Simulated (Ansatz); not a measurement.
# rock-salt TiN (1 1 1) on Si0.75Ge0.25, ordered (1 1 1), P on 4 of 4 substrate sites at each interface (film strained to the substrate, started from cuts of the bulks and a machine-learned relaxation; slabs Ge8P8Si24 and N28Ti28, which can lie off the formulas)

A periodic stack without vacuum, rock-salt TiN (1 1 1) on Si0.75Ge0.25, ordered (1 1 1), P on 4 of 4 substrate sites at each interface (film strained to the substrate, started from cuts of the bulks and a machine-learned relaxation; slabs Ge8P8Si24 and N28Ti28, which can lie off the formulas): substrate slab Ge8P8Si24, film N28Ti28, surface cells [[0, 1], [-2, 0]] and [[1, -3], [3, -2]], film strained by -1.5 and -1.5 %, outermost planes Si/GeSi and N/Ti as cut, which need not be the usual terminations and can put a slab off its formula.

The start was prepared with a machine-learned potential, and the result is one local minimum, with the in-plane cell held and forces under 0.04 eV/Å; the film can end far from its bulk form.

The numbers are results of PBE (plane waves to 420 eV, PAW; Ansatz, a program for electronic structure), not measurements. No spin–orbit coupling; the runs are not spin-polarised; PBE gaps are too small against experiment. Its k-point mesh 4×4×1, Fermi–Dirac width 0.05 eV.

```
Item                                                                                       Result
--------------------------------------------------------------------------------  ---------------
interface area                                                                            53.0 Å²
period                                                                                    25.14 Å
heights between the nearest atoms of the two slabs at the two interfaces          1.50 and 1.81 Å
P–Ti contacts across the interfaces within 1.22 times the sum of covalent radii   18, mean 2.77 Å
Si–Ti contacts across the interfaces within 1.22 times the sum of covalent radii   7, mean 2.91 Å
Ge–Ti contacts across the interfaces within 1.22 times the sum of covalent radii   3, mean 2.84 Å
N–P contacts across the interfaces within 1.22 times the sum of covalent radii     3, mean 1.68 Å
```

```
CELL_PARAMETERS angstrom
      7.82373     0.00008     0.10382
      3.91178     6.77607     0.04149
     -3.40139    -2.01646    25.10146
ATOMIC_POSITIONS crystal
  Ge 0.06430 0.47325 0.08644
  Ge 0.06859 0.93036 0.05698
  Ge 0.41628 0.84501 0.18691
  Ge 0.43593 0.34353 0.18728
  Ge 0.77784 0.21736 0.32045
  Ge 0.78042 0.71371 0.31478
  Ge 0.13471 0.60552 0.44673
  Ge 0.14641 0.08291 0.42845
  P  0.49026 0.92888 0.56208
  P  0.50022 0.44740 0.51676
  Si 0.57154 0.48008 0.05308
  Si 0.53205 0.98274 0.05377
  P  0.71260 0.13744 0.04407
  P  0.77283 0.66410 0.03985
  P  0.26170 0.52634 0.03926
  P  0.13982 0.17636 0.04022
  Si 0.90127 0.85752 0.18988
  Si 0.91605 0.33234 0.18979
  Si 0.07945 0.50871 0.17832
  Si 0.07363 0.99084 0.15511
  Si 0.56641 0.00407 0.15040
  Si 0.58847 0.50488 0.15010
  Si 0.28270 0.21951 0.31391
  Si 0.28206 0.71442 0.31392
  Si 0.43615 0.87658 0.28371
  Si 0.44382 0.37417 0.28328
  Si 0.94129 0.36489 0.28474
  Si 0.93830 0.87759 0.28470
  Si 0.65532 0.58499 0.44818
  Si 0.63822 0.08208 0.44815
  Si 0.79058 0.24640 0.41592
  Si 0.79419 0.74793 0.41092
  Si 0.31972 0.72900 0.40897
  Si 0.30900 0.25830 0.40913
  P  0.98451 0.00943 0.56135
  P  0.06530 0.43436 0.56156
  Si 0.20260 0.64512 0.55344
  Si 0.17274 0.11082 0.52180
  Si 0.62717 0.14579 0.55158
  Si 0.69941 0.57548 0.55240
  N  0.28284 0.66647 0.62285
  N  0.86301 0.81128 0.62978
  N  0.43766 0.95668 0.62575
  N  0.00787 0.08716 0.62516
  N  0.58247 0.23156 0.62192
  N  0.13860 0.38733 0.62536
  N  0.71764 0.53137 0.62242
  N  0.78636 0.31604 0.71836
  N  0.36118 0.45931 0.71845
  N  0.93227 0.59963 0.72026
  N  0.50391 0.74097 0.71859
  N  0.07611 0.88735 0.72025
  N  0.64497 0.03055 0.72016
  N  0.21677 0.17210 0.71819
  N  0.28845 0.96401 0.81796
  N  0.86083 0.10728 0.81835
  N  0.43221 0.25015 0.81817
  N  0.00261 0.39335 0.81823
  N  0.57465 0.53571 0.81815
  N  0.14592 0.67792 0.81826
  N  0.71638 0.82182 0.81833
  N  0.79189 0.61005 0.91624
  N  0.35956 0.75585 0.91644
  N  0.92942 0.89772 0.91777
  N  0.50147 0.04533 0.91685
  N  0.07382 0.18827 0.91640
  N  0.65067 0.32406 0.91699
  N  0.21301 0.47126 0.91635
  Ti 0.53838 0.48836 0.66389
  Ti 0.10449 0.64167 0.67051
  Ti 0.69025 0.77448 0.67045
  Ti 0.25709 0.91796 0.67030
  Ti 0.82124 0.05704 0.67024
  Ti 0.39484 0.20893 0.67054
  Ti 0.96580 0.34581 0.67016
  Ti 0.04069 0.13982 0.76765
  Ti 0.61120 0.28383 0.76766
  Ti 0.18177 0.42234 0.76767
  Ti 0.75032 0.56893 0.76804
  Ti 0.32647 0.70639 0.76815
  Ti 0.89524 0.85486 0.76883
  Ti 0.46476 0.99881 0.76730
  Ti 0.53750 0.78889 0.86763
  Ti 0.11092 0.93116 0.86814
  Ti 0.68167 0.07373 0.86778
  Ti 0.25290 0.21825 0.86790
  Ti 0.82414 0.35980 0.86753
  Ti 0.39605 0.50505 0.86757
  Ti 0.96776 0.64630 0.86816
  Ti 0.03812 0.43780 0.96733
  Ti 0.60720 0.57809 0.96183
  Ti 0.18053 0.72381 0.96263
  Ti 0.74273 0.86780 0.96479
  Ti 0.32700 0.00503 0.96150
  Ti 0.90316 0.14363 0.96490
  Ti 0.46734 0.30039 0.96325
```
